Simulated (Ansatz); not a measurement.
The starting structures come from a database of crystals and need not be the phases stable at ambient conditions.

 Where the default PAW files enter, the runs use the earlier of Ansatz's two default sets.

Input:

```
CELL_PARAMETERS angstrom
      5.19455     0.00000     0.00000
      0.00000     6.61750     0.00000
      2.59727     3.30875     2.59727
ATOMIC_POSITIONS crystal
  Na 0.50000 0.75000 0.00000
  Na 0.50000 0.25000 0.00000
  H  0.55210 0.77605 0.44790
  H  0.44790 0.22395 0.55210
  H  0.00000 0.22395 0.55210
  H  0.00000 0.77605 0.44790
  Pt 0.00000 0.00000 0.00000
```

Space group of this cell: I4/mmm. The cell is taken as given.

Transport runs along the normal of the first two printed cell vectors, the (100) plane of the conventional cell.

The gap is the functional's own. No spin-orbit coupling. Mid-gap values are interpolated on the energy grid.

Q: Give the band gap and the smallest decay constant κ at mid-gap that PBEsol run with Ansatz (a first-principles code) yields.

A: Gap 2.07 eV on a 12×12×12 mesh; κ = 0.303 1/Å, at (0.000, 0.333) of the in-plane reciprocal vectors. At the zone centre, at the nearest computed energy, the slowest state has κ = 0.37 1/Å.
